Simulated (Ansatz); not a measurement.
Base system: CdTe in the zinc blende structure (space group F-43m, No. 216; a = 6.558 Å). Axes: x, y, z lie along the cube axes.

Method: r2SCAN, PAW, 500 eV (Ansatz, a program for electronic structure; no SOC).

Perturbation: every lattice vector is shortened by 1.14 %; the atoms relax in the strained cell.

Q: Predict the stress tensor and what it implies for the stiffness.

A: Stress of the strained cell less that of the base (GPa, compression positive):
```
   1.50    0.00    0.00
   0.00    1.50    0.00
   0.00    0.00    1.50
```

Then B = −ΔP/(ΔV/V₀) with ΔV/V₀ = -0.0338 gives secant stiffness values (nonlinear terms included at this strain): B ≈ 44 GPa.

As a check, the harmonic strain energy −½ V₀ Δσ:ε is 5.7 meV/atom; the computed energy rise is 5.4 meV/atom.

No phonon test of stability was made.
